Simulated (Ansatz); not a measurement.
Results of PBEsol (Ansatz, a quantum-chemistry and plane-wave program, plane waves, PAW) for MoRu₃ (model structure, started from the Cu3Au type, Pm-3m, No. 221, 4 atoms in the cell).

Numerical settings: plane-wave cutoff 520 eV, 14×14×14 k mesh, Fermi–Dirac smearing 0.05 eV, no spin polarisation, scalar-relativistic PAW data made under PBE.

Cell (relaxed at this level):

```yaml
crystal:
  lattice:
    - [3.80886, 0.00000, 0.00000]
    - [0.00000, 3.80886, 0.00000]
    - [0.00000, 0.00000, 3.80886]
  atoms:
    - { symbol: Ru, position: [0.00000, 0.50000, 0.50000] }
    - { symbol: Ru, position: [0.50000, 0.50000, 0.00000] }
    - { symbol: Ru, position: [0.50000, 0.00000, 0.50000] }
    - { symbol: Mo, position: [0.00000, 0.00000, 0.00000] }
```

Problem. Predict the bulk modulus B0.

Solution. 
- bulk modulus B0: 326 GPa

Note: the run has no spin polarisation, so it can have missed a magnetic state; the bulk modulus is −V dP/dV from two relaxed cells at ±2 % in volume; the relaxation could raise the start's symmetry but not lower it, so the cell can be a saddle point.

Static lattice: no zero-point or thermal effects.

Cost on a shared machine: about 50 core-seconds (a rough figure).

A model structure was made by putting elements into a prototype or built by hand; it is no filed structure, need not be a known phase, and can be a saddle point held by its symmetry.
